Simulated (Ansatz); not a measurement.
## hypothetical rock salt SbN with two functionals, 3 layers

The reference is SbN in the rock salt structure (space group Fm-3m, No. 225; a = 4.982 Å; a hypothetical phase, not in the database extracts checked). Axes: x, y, z lie along the cube axes.

(Cell as relaxed with PBE.)

Levels (all Ansatz, a first-principles code, PAW): PBE (420 eV, no spin-orbit coupling); PBEsol (420 eV, no spin-orbit coupling).

Each level relaxes its own structure.

| base | PBE | PBEsol |
|---|---|---|
| volume per atom | 15.46 Å³ | 14.92 Å³ |
| lattice parameter a | 498.2 pm | 492.3 pm |
| band gap | zero | zero |

Perturbation: a free-standing slab of 3 layers (6 atoms, 2 a layer) is cut normal to the z axis, with 15 Å of vacuum and the in-plane cell held at bulk.

```json
[
 {"quantity": "band gap", "PBE": "zero", "PBEsol": "zero"},
 {"quantity": "excess energy per area of both faces (slab less bulk energy over the cell's area: twice a surface energy) (uncertain by up to 0.08 J/m²)", "PBE": "0.3 J/m²", "PBEsol": "0.6 J/m²"},
 {"quantity": "shortest interatomic distance", "PBE": "222.3 pm", "PBEsol": "219.9 pm"}
]
```

PBE's excess energy per area of both faces lies 0.23 J/m² below PBEsol's; PBE's shortest interatomic distance lies 2.4 pm above PBEsol's (1.1 %); the two agree on the band gap. Neither level is exact; PBEsol is the comparison here, not a measurement.

The excess energy carries the mismatch between the slab's and the bulk's meshes. With Sb present, leaving out spin-orbit coupling can change the band edges. No phonon test of stability was made. All final runs are without spin polarisation. The zero or small gap of SbN can change with the level of theory.
